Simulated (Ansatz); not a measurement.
Data:

```xyz
2
Lattice="0.0000 3.0104 3.0104 3.0104 0.0000 3.0104 3.0104 3.0104 0.0000" Properties=species:S:1:pos:R:3 pbc="T T T"
Pb     0.0000     0.0000     0.0000
S      3.0104     3.0104     3.0104
```

No spin polarisation.

The values are results of PBEsol in Ansatz (plane waves to 420 eV, PAW, without spin-orbit coupling), not measurements. Settings: 10×10×10 k-points, 0.05 eV Fermi–Dirac smearing.

Problem. Predict the band gap and width of the top valence band.

Solution. 
```json
{
  "band_gap": "0.40 eV",
  "width_of_the_top_valence_band": "3.14 eV"
}
```

Spin-orbit coupling, missing from the scalar runs, can matter with Pb. The cells carry an imposed strain or load. No phonon test of stability was made. The cell was made from PbS in the rock salt structure (space group Fm-3m, No. 225) by this change: isotropic strain +2.00 %.

Ansatz is a program for electronic structure.
